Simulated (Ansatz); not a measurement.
System: white tin (β-Sn). Method: r²SCAN (PAW; Ansatz, an electronic-structure program).

Settings: plane-wave cutoff 560 eV, 20×20×20 k mesh, Fermi–Dirac smearing 0.05 eV, scalar-relativistic PAW data made under PBE.

A third-order Birch–Murnaghan fit to the energies gives V0 = 27.591 Å³/atom, B0 = 54.2 GPa, B′ = 4.8.

```tsv
V (Å³/atom)	P (GPa)
26.487	(withheld)
27.038	(withheld)
27.590	0.001
28.142	(withheld)
28.694	(withheld)
```

Task: Estimate the withheld pressures from this fit; the answers are the runs' own values.

Result: 
- 26.487, P (GPa): 2.442
- 27.038, P (GPa): 1.151
- 28.142, P (GPa): -1.023
- 28.694, P (GPa): -1.933

The formula P = (3/2) B0 (x^(7/3) − x^(5/3)) [1 + (3/4)(B′ − 4)(x^(2/3) − 1)] with x = V0/V meets the computed pressures within 0.01 GPa when these rounded values are put in.

Shape and atoms are relaxed at each volume.

Measured, for comparison: bulk modulus 57.0 GPa (temperature not stated, no zero-point or thermal correction; as tabulated in Chen et al. (2023), arXiv:2209.05059). Computed (rounded) less measured: bulk modulus -5 %.

Note: the bulk modulus comes from volumes at which shape and atoms were relaxed.

Spin–orbit coupling is not included.
